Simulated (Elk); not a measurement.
Band structure of ReTc (P-6m2, 2 atoms in the cell).

```xyz
2
Lattice="2.7493 0.0000 0.0000 -1.3746 2.3810 0.0000 0.0000 0.0000 4.4403" Properties=species:S:1:pos:R:3 pbc="T T T"
Tc     1.3747     0.7937     0.0000
Re     0.0000     0.0000     2.2201
```

Level of theory: PBEsol, all-electron FP-LAPW, Elk's shipped species files, APW+lo basis with extra local orbitals (Elk 10.2.4).

Settings: xctype = 22; rgkmax = 7.5; stype = 0; swidth = 0.00734986 Ha; ngridk = 11 11 6; gmaxvr = 18 1/bohr; lmaxapw = 10; lmaxo = 8; nxlo = 2; lorbcnd = true; lradstp = 2; nrmtscf = 2; rmtscf = 0.87; lmaxi = 4.

The starting cell comes from a database of computed structures (which also holds hypothetical and non-ambient phases and stackings), without a prior relaxation at this level. Spin-orbit coupling is off. Spin polarisation is off. Values depend on the basis (sphere radii, cutoffs, local orbitals), which need not be converged.

Levels in eV from the Fermi level, bands 19 to 26:
```csv
point,19,20,21,22,23,24,25,26
Γ,-1.57,-1.56,-0.81,-0.81,0.04,0.04,1.07,3.02
M,-1.88,-1.33,-1.28,-0.55,3.14,3.86,4.41,5.50
K,-3.13,-2.01,-2.01,-0.05,2.51,2.75,3.07,6.50
A,-2.17,-1.73,-1.73,-1.67,-1.67,1.93,1.93,2.53
L,-3.79,0.09,0.49,1.15,1.23,3.24,4.40,4.48
H,-3.47,-2.08,-1.85,-0.06,-0.01,2.82,3.19,9.01
```

Bands cross the Fermi level along this path, so the cell is metallic at this level.
